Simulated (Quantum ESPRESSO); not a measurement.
**Several settings converged on a (110) slab of SrAl2 (cut from a parent of space group no. 74; 6 atoms in the cell)**

```
Al2Sr
1.0
    6.05984     0.00000     0.00000
   -7.01472     5.98414     0.00000
    0.00000     0.00000    17.52909
Al Sr
4 2
Direct
  0.32126   0.03772   0.51599
  0.67874   0.61628   0.48401
  0.32126   0.30294   0.60066
  0.67874   0.35106   0.39934
  0.89934   0.09397   0.44167
  0.10066   0.56003   0.55833
```

Base method: PBEsol, PseudoDojo standard norm-conserving (PBESOL) pseudopotentials (plane waves; Quantum ESPRESSO 7.5).

Base settings: ecutwfc = 70 Ry; occupations = smearing; smearing = gauss; degauss = 0.0073499 Ry; mixing_mode = local-TF; potentials = {Al: Al.upf, Sr: Sr.upf}; K_POINTS = automatic 4 3 1 0 0 0; conv_thr = 1e-08 Ry; mixing_beta = 0.3.

The count of work is k-points × plane waves × bands × iterations; it is no time. Core times come from one kind of shared machine, to one figure; runs under 30 s give none.

**The vacuum**

The mesh stays at the base's, so the ladder's end is converged at best in this setting alone.

Only quantities that move along the ladder and can be compared are tabulated.

| vacuum between outermost atoms (Å) | free energy less the last step's (meV/atom) | largest difference of a force vector from the last step's (eV/Å) | count of work / last | core time / last (rough) |
|---|---|---|---|---|
| 3.0 | -195.21 | 0.939 | 0.26 | 0.2 |
| 5.0 | -43.60 | 0.251 | 0.44 | 0.3 |
| 10.0 | -0.29 | 0.002 | 0.77 | 0.6 |
| 14.0 | 0.00 | 0.000 | 1.0 | 1 |

Smallest vacuum between outermost atoms (Å) that holds the free energy within 1 meV/atom of the last step, with all finer ones: 10.0; the step before is off by 44 meV/atom.

Smallest vacuum between outermost atoms (Å) that holds the forces within 0.01 eV/Å of the last step, with all finer ones: 10.0; the step before is off by 0.25 eV/Å.

**The k-point mesh**

Only quantities that move along the ladder and can be compared are tabulated.

| K_POINTS | free energy less the last step's (meV/atom) | largest difference of a force vector from the last step's (eV/Å) | count of work / last | core time / last (rough) |
|---|---|---|---|---|
| automatic 2 1 1 0 0 0 | -54.44 | 0.326 | 0.29 | 0.3 |
| automatic 2 2 1 0 0 0 | -20.63 | 0.526 | 0.57 | 0.5 |
| automatic 4 2 1 0 0 0 | -3.60 | 0.101 | 0.81 | 0.6 |
| automatic 4 3 1 0 0 0 | 0.00 | 0.000 | 1.0 | 1 |

Coarsest K_POINTS that holds the free energy within 5 meV/atom: not settled: the last two steps still differ by 3.6 meV/atom, over half the tolerance, so the ladder does not show it.

Coarsest K_POINTS that holds the forces within 0.02 eV/Å: not settled: the last two steps still differ by 0.10 eV/Å, over half the tolerance, so the ladder does not show it.

**The plane-wave cutoff**

The mesh stays at the base's, so the ladder's end is converged at best in this setting alone.

Only quantities that move along the ladder and can be compared are tabulated.

| ecutwfc | free energy less the last step's (meV/atom) | count of work / last | core time / last (rough) |
|---|---|---|---|
| 35 Ry | 232.79 | 0.35 | 0.2 |
| 42 Ry | 70.44 | 0.47 | 0.3 |
| 49 Ry | 17.38 | 0.59 | 0.3 |
| 60 Ry | 0.94 | 0.71 | 0.4 |
| 70 Ry | 0.00 | 1.0 | 1 |

Coarsest ecutwfc that holds the free energy within 2 meV/atom of the last step, with all finer ones: 60 Ry, at about 0.4 of the last step's time; the step before is off by 17 meV/atom.

On the base run: the starting cell comes from a database of computed structures (which also holds hypothetical and non-ambient phases and stackings), without a prior relaxation at this level. The slab is cut from that crystal, and its faces are unrelaxed. Its lattice was rescaled by up to half a per cent. Without a gap this mesh is coarse (it stands for a supercell whose shortest in-plane vector is 18 Å).
